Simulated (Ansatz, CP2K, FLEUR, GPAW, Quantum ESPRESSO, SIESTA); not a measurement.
Ta2Co (I4/mcm, 6 atoms in the cell) computed with different codes at matched settings

Self-consistent single point.

```
CELL_PARAMETERS angstrom
     -3.04214     3.04214     2.48276
      3.04214    -3.04214     2.48276
      3.04214     3.04214    -2.48276
ATOMIC_POSITIONS crystal
  Ta 0.16135 0.66135 0.82270
  Ta 0.83865 0.33865 0.17730
  Ta 0.66135 0.83865 0.50000
  Ta 0.33865 0.16135 0.50000
  Co 0.75000 0.75000 0.00000
  Co 0.25000 0.25000 0.00000
```

All programs got the same cell, k-point mesh and kind of occupations (in Ansatz's words: kpoints.mp_grid.grid = 6 6 6; scf.occupations.method = fermi_dirac; scf.occupations.width = 0.1 eV); potentials, basis and cutoffs are each program's usual ones.

```tsv
code	model	pressure (GPa)	largest force (eV/Å)	k-points	cutoff
Quantum ESPRESSO	PBEsol, PSlibrary PAW (PBE) pseudopotentials	-5.17	0.004	30	50 Ry
Ansatz	PBEsol, default PAW files made with PBE	-3.81	0.004	30	default
GPAW	PBEsol, GPAW PAW datasets PBEsol (made by gpaw-setup)	-3.16	0.009	30	800 eV
SIESTA	GGA PBEsol, numerical atomic orbitals DZP, PseudoDojo PBEsol standard norm-conserving potentials (rewritten from UPF to PSML)	-7.13	0.105	132	grid 300 Ry
CP2K	PBEsol, GPW, DZVP-MOLOPT-SR-GTH basis, GTH-PBE potentials (GTH_POTENTIALS)	-4.32	0.049	112	grid 600 Ry
FLEUR	PBEsol, all-electron FLAPW (FLEUR), scalar-relativistic valence	–	0.017	30	Kmax 4.2 1/bohr
```

A dash marks a value that a program does not give, or that is left out as unsure.

The spread over the programs that give each value: pressure within 3.97 GPa; largest force within 0.101 eV/Å.

The starting cell comes from a database of computed structures (which also holds hypothetical and non-ambient phases and stackings), without a prior relaxation at this level. On Ansatz's run: Spin-orbit coupling is off. Spin polarisation is off. In the base run, with a pressure of about -4 GPa the cell is away from its equilibrium volume at this level.

**Question.** Why do the programs differ, and what cannot be compared?

**Answer.** Differences of this kind can come from the potentials, where these differ, and from what each basis and cutoff leave unconverged. The valence holds different numbers of electrons (Quantum ESPRESSO 70, Ansatz (a program for electronic structure) 86, GPAW 70, SIESTA 86, CP2K 86, FLEUR 138). The zero of total energies and Fermi levels follows the potentials and each program's conventions, so they are not compared here. SIESTA and CP2K use small atom-centred bases, whose incompleteness enters pressures, forces and empty levels differently from a plane-wave cutoff. FLEUR treats all electrons, but the usual bases taken here (sphere radii, linearisation, local orbitals, empty states) were not tested for convergence, so the values are no reference for the others. Ansatz's pressure is given at a fixed set of plane waves, as the other plane-wave codes print theirs; with its correction for the finite basis it is -3.72 GPa. The programs reduce the same mesh by symmetry to different extents, which changes the work and not the result. In the pressure, Quantum ESPRESSO (by 1.35) and SIESTA (by 3.31) lie more than 1 GPa from the median of the plane-wave programs. In the force vectors, SIESTA (by 0.190) and CP2K (by 0.087) lie more than 0.08 eV/Å from the median of the plane-wave programs.

Left out of this page: ABINIT (stopped by limits of time or memory); Elk (not drawn, or without a comparable value).

Keys are those of Ansatz 0.2.
